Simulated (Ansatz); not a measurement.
## Response to strain in Ti3AlN

The reference is Ti$_{3}$AlN in the anti-perovskite structure (space group Pm-3m, No. 221; a cell from a computed database, its experimental status unchecked).

```yaml
crystal:
  lattice:
    - [4.08605, 0.00000, 0.00000]
    - [0.00000, 4.08605, 0.00000]
    - [0.00000, 0.00000, 4.08605]
  atoms:
    - { symbol: Ti, position: [0.50000, 0.00000, 0.50000] }
    - { symbol: Ti, position: [0.00000, 0.50000, 0.50000] }
    - { symbol: Ti, position: [0.50000, 0.50000, 0.00000] }
    - { symbol: Al, position: [0.00000, 0.00000, 0.00000] }
    - { symbol: N, position: [0.50000, 0.50000, 0.50000] }
```

Cartesian axes are those of the cell as printed.

Strains are applied to the cell and any free atomic positions relax; under biaxial strain the out-of-plane vector relaxes too.

Calculations: PBEsol in Ansatz (plane waves to 420 eV, PAW, no SOC).

Notes on the quantities. energy relative to the base: free energy F; pressure: mean of the normal stresses, compression positive.

```json
[
 {"case": "base", "energy relative to the base": "0 meV/atom", "space group": "Pm-3m (No. 221)", "pressure": "0.0 GPa"},
 {"case": "biaxial strain +0.72 %, plane normal [001], relaxed out of plane", "energy relative to the base": "…", "space group": "P4/mmm (No. 123)", "pressure": "-0.9 GPa"},
 {"case": "isotropic strain −0.48 %", "energy relative to the base": "…", "space group": "Pm-3m (No. 221)", "pressure": "2.6 GPa"},
 {"case": "uniaxial strain ε_zz = −1.65 %", "energy relative to the base": "…", "space group": "P4/mmm (No. 123)", "pressure": "3.0 GPa"},
 {"case": "tensor shear ε_xz = +2.98 %", "energy relative to the base": "+9.6 meV/atom", "space group": "Cmmm (No. 65)", "pressure": "…"}
]
```

Problem. Complete the table.

Solution. 
- biaxial strain +0.72 %, plane normal [001], relaxed out of plane, energy relative to the base: +0.8 meV/atom
- isotropic strain −0.48 %, energy relative to the base: +1.6 meV/atom
- uniaxial strain ε_zz = −1.65 %, energy relative to the base: +2.8 meV/atom
- tensor shear ε_xz = +2.98 %, pressure: 0.3 GPa

Without a gap, meshes like the base's 11×11×11 leave anisotropic stresses uncertain by several tenths of a GPa, and small strain energies with them. Stability against distortions was not tested. All final runs are without spin polarisation.

Ansatz is a program for electronic structure.
